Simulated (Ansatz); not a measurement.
Data:

```xyz
3
Lattice="4.6346 0.0000 0.0000 -2.3173 4.0136 0.0000 0.0000 0.0000 5.1340" Properties=species:S:1:pos:R:3 pbc="T T T"
Se     0.9571     0.0000     4.2784
Se    -0.4785     0.8288     0.8557
Se     1.8387     3.1848     2.5670
```

No spin polarisation.

Calculations: r2SCAN, PAW, 500 eV (Ansatz, a program for electronic structure; scalar-relativistic without spin-orbit coupling). k-mesh 9×9×7 (Γ-centred); smearing 0.05 eV (Fermi–Dirac).

Problem. Predict the pressure (mean of the normal stresses, compression positive).

Solution. -1.34 GPa.

Problem. What width of the top valence band does the calculation give?

Solution. 1.14 eV.

The levels and masses belong to the bands next to the band gap. The cells carry an imposed strain or load. Whether these cells are dynamically stable was not tested. The cell was made from Se (space group P3_121, No. 152; made of chains) by this change: isotropic strain +2.86 %. No dispersion term is included, though the crystal is made of layers, chains or molecules, so its spacings can come out too wide.
